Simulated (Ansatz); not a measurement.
Take MgTe in the wurtzite structure (space group P6_3mc, No. 186; a = 4.561 Å, c = 7.412 Å) as the base. Axes: x lies along a and z along c of the hexagonal cell.

Computed with plane-wave PAW DFT at the PBEsol level (Ansatz, an electronic-structure program, 420 eV), without spin-orbit coupling.

Modification: the cell is compressed by 1.20 % along x with no lateral relaxation; the atoms relax in the strained cell.

Task: Predict the stress tensor and what it implies for the stiffness.

Result: Stress of the strained cell less that of the base (GPa, compression positive):
```
   0.64    0.00    0.00
   0.00    0.38    0.00
   0.00    0.00    0.32
```

Then −Δσ_ii/ε with ε = -0.0120 gives relaxed-ion elastic constants: C11 ≈ 53 GPa, C12 ≈ 31 GPa and C13 ≈ 27 GPa.

Stability against distortions was not tested.
